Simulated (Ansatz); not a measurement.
Base system: ZnO in the wurtzite structure (space group P6_3mc, No. 186).

```cif
data_O2Zn2
_chemical_formula_sum 'Zn2 O2'
_space_group_name_H-M_alt 'P 1'
_space_group_IT_number 1
_cell_length_a 3.23518
_cell_length_b 3.23518
_cell_length_c 5.21141
_cell_angle_alpha 90.000
_cell_angle_beta 90.000
_cell_angle_gamma 120.000
loop_
_space_group_symop_operation_xyz
  'x, y, z'
loop_
_atom_site_label
_atom_site_type_symbol
_atom_site_fract_x
_atom_site_fract_y
_atom_site_fract_z
_atom_site_occupancy
Zn1 Zn 0.66667 0.33333 0.00241 1
Zn2 Zn 0.33333 0.66667 0.50241 1
O1 O 0.66667 0.33333 0.62279 1
O2 O 0.33333 0.66667 0.12279 1
```

Method: r2SCAN (Ansatz, an electronic-structure program; PAW; 500 eV plane waves; spin-orbit coupling left out).

For the base:

The width of the top valence band is 1.83 eV.

Now apply this change: the cell is scaled by 0.9925 in all directions, atoms relaxed at fixed cell.

**Question.** What happens to the energy relative to the base, mean gap deformation potential ΔEg/Δln V and width of the top valence band?

**Answer.** The energy goes up by 2.9 meV/atom; the mean gap deformation potential ΔEg/Δln V amounts to -1.5 eV; the width of the top valence band increases by 0.05 eV, from 1.83 eV to 1.88 eV.

The cells carry an imposed strain or load. Stability against distortions was not tested.
